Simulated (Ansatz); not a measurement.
Phonon-limited resistivity of Ta (Im-3m) against temperature in μΩ·cm, Ansatz (an electronic-structure program) with PBEsol, DFPT electron-phonon coupling, linearised Boltzmann equation, harmonic crystal at a fixed cell.

```csv
T,ρ
50 K,0.85
77 K,2.2
100 K,…
150 K,5.7
200 K,7.9
250 K,10.1
273 K,…
300 K,12.3
350 K,14.5
400 K,…
500 K,21
600 K,25
800 K,34
```

Complete the blanks.


- 100 K, ρ: 3.3
- 273 K, ρ: 11.1
- 400 K, ρ: 16.6

A metal at this level (no band gap). Only scattering by harmonic phonons is included (no impurities, grain boundaries, electron-electron scattering or thermal expansion). Spin-orbit coupling is left out, which matters with elements this heavy. Phonons are Fourier-interpolated between the q points, which in tests on eleven metals of one or two atoms moved the resistivity by up to 6 %. The run warned that the eigensolver left some states short of its tolerance. Halving the electron mesh (28x28x28) moves the resistivity by up to 3 %. Smearing 0.20 eV; phonons on a 6x6x6 q mesh, which this run doesn't test and which matters most at low temperature.
